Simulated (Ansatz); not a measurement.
# A computed series for CdSe: pressure series

The parent structure is CdSe in the zinc blende structure (space group F-43m, No. 216; a = 6.1963 Å).

Cell and atoms are relaxed at each pressure.

The values are results of Ansatz (a program for electronic structure) PBE, scalar-relativistic without spin-orbit coupling, not measurements.

Two rows of this table had their results exchanged by mistake.

```tsv
pressure	volume per atom (Å³)	shortest distance (Å)	band gap
pressure −2 GPa	31.28	2.729	0.39 eV
pressure −1 GPa	30.45	2.704	0.45 eV
pressure 0.9 GPa	29.17	2.666	0.53 eV
pressure 2.1 GPa	21.62	2.413	1.10 eV
pressure 4.5 GPa	27.37	2.610	0.66 eV
pressure 9 GPa	25.76	2.558	0.79 eV
pressure 15 GPa	24.18	2.504	0.91 eV
pressure 22.5 GPa	22.73	2.453	1.02 eV
pressure 30 GPa	28.50	2.645	0.58 eV
```

Question: Which two?

Answer: The rows for pressure 2.1 GPa and pressure 30 GPa: the volume has to fall steadily with pressure, so 28.50 Å³ belongs to pressure 2.1 GPa and 21.62 Å³ to pressure 30 GPa.

Load acts through the strain it causes; cell and atoms are relaxed under it. No phonon test of stability was made. Tetrahedral semiconductors of this kind turn to denser phases somewhere between about 1 and 50 GPa; those were not computed, so compressed cells here can lie past the real transition.
